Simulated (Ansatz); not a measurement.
**Elastic constant C13 of wurtzite BN (high-pressure phase) at several levels of theory**

No measured value is used here.

```csv
level (code),value (GPa),cell (Å³/atom)
LDA (Ansatz),64.7,5.76
PBE (Ansatz),…,5.97
PBE-D3(BJ) (Ansatz),55.9,5.88
```

Complete the blanks.


- PBE (Ansatz, a quantum-chemistry and plane-wave program), value (GPa): 58.2

PBE-D3(BJ): the dispersion coefficients are held fixed in the derivatives. Each level is taken at its own relaxed cell. Ansatz's density-functional and Hartree–Fock values are scalar-relativistic unless marked +SOC, with PAW data made under PBE.
